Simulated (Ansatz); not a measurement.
**Response to strain in SnO**

Take SnO in the litharge type structure (space group P4/nmm, No. 129; a = 3.7927 Å, c = 4.7644 Å; layered, stacked along the Cartesian z axis) as the base. Axes: x, y, z lie along a, b, c of the conventional cell.

Strains are applied to the cell and any free atomic positions relax; under biaxial strain the out-of-plane vector relaxes too; under stress the whole cell relaxes.

Computed with r2SCAN+rVV10 (Ansatz, a first-principles code; PAW; 500 eV plane waves; spin-orbit coupling left out), earlier PAW set.

Notes on the quantities. energy relative to the base: free energy F; pressure: mean of the normal stresses, compression positive.

| case | energy relative to the base | pressure | shortest interatomic distance |
|---|---|---|---|
| base | 0 meV/atom | 0.0 GPa | 2.216 Å |
| biaxial strain −0.49 %, plane normal [001], relaxed out of plane | – | 0.6 GPa | 2.211 Å |
| isotropic strain −5.80 % | +101 meV/atom | 14.1 GPa | 2.152 Å |
| isotropic strain −0.80 % | +1.6 meV/atom | 1.3 GPa | 2.207 Å |
| isotropic strain −0.62 % | +1.0 meV/atom | 1.0 GPa | 2.209 Å |
| isotropic strain +2.51 % | +16 meV/atom | -3.6 GPa | 2.244 Å |
| uniaxial strain ε_xx = −0.20 % | 0.0 meV/atom | 0.1 GPa | 2.214 Å |
| uniaxial strain ε_zz = −2.07 % | +1.0 meV/atom | 0.5 GPa | 2.214 Å |
| uniaxial strain ε_zz = −1.03 % | +0.2 meV/atom | 0.2 GPa | 2.215 Å |
| uniaxial stress, 8 GPa tension along x | +62 meV/atom | – | 2.141 Å |

The mesh was chosen for an insulator and is coarse for the gapless case. Beyond what the load breaks, stability against distortions was not tested. The final runs are not spin-polarised. Under uniaxial stress, 8 GPa tension along x the cell changed shape so far that it is another structure.
